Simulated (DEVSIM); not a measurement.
Device: illuminated Si n-on-p cell, one wavelength, at 300 K.

Layer 1 from the left is Si, thickness (μm) 0.250, Nd (cm⁻³) 1e19, τn (s) 3.7e-8, τp (s) 6.7e-8, absorption coefficient (cm⁻¹) 2000. Layer 2 from the left is Si, thickness (μm) 21.0, Na (cm⁻³) 3.6e15, τn (s) 8.8e-7, τp (s) 8.8e-7, absorption coefficient (cm⁻¹) 2000.

Left contact: ohmic, minority hole recombination velocity 2e5 cm/s. Right contact: ohmic, minority electron recombination velocity 10000 cm/s. Voltage is applied to the left contact. Recombination: SRH at mid-gap, radiative, Auger. Light enters at the left, 3e16 photons cm⁻² s⁻¹, one pass, no reflection. Mobility is constant in doping.

This is a model device: material constants are rounded textbook-type values typed into the input, and sizes, dopings and lifetimes were drawn at random. Values at 300 K.

Si: gap (eV) 1.124, affinity (eV) 4.05, permittivity 11.7, Nc (cm⁻³) 2.86e19, Nv (cm⁻³) 3.1e19, μn (cm²/Vs) 1417, μp (cm²/Vs) 470, B (cm³/s) 4.7e-15, Cn (cm⁶/s) 2.8e-31, Cp (cm⁶/s) 9.9e-32.

Model (solved in DEVSIM): 1D drift-diffusion, Boltzmann statistics, complete ionisation; no tunnelling, impact ionisation, image-force lowering or self-heating.

Question: What does the simulation give for the dark forward voltage at 1 A/cm², the short-circuit current, the share of generated pairs collected at short circuit, the dark forward voltage at 100 A/cm²?

Answer: dark forward voltage at 1 A/cm² 0.622 V; short-circuit current 4.32 mA/cm²; share of generated pairs collected at short circuit 0.911; dark forward voltage at 100 A/cm² 0.775 V.
